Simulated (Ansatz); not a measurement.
Consider SnO2 in the rutile structure (space group P4_2/mnm, No. 136; a = 4.769 Å, c = 3.211 Å).

Level of theory: PBEsol (Ansatz, a first-principles code), spin-orbit coupling left out, earlier PAW set.

For the base:

* **Band gap**: 0.92 eV
* **Lattice parameter a**: 4.769 Å

Perturbation: Pb takes the place of Sn on all its sites; the structure is relaxed again.

Tabulated Pauling electronegativity and covalent radius: Sn 1.96, 1.39 Å; Pb 2.33, 1.46 Å.

Estimate the effect on the band gap.

The band gap goes from 0.92 eV to zero.

Estimate the effect on the lattice parameter a.

The lattice parameter a goes up by 0.230 Å, from 4.769 Å to 4.999 Å.

Spin-orbit coupling, missing from the scalar runs, can matter with Pb. Stability against distortions was not tested. The final runs are not spin-polarised. Gaps under 0.05 eV, about the width of the smearing, are given as zero. A zero or small gap of PbO2 can be the functional's error rather than a property of the material.
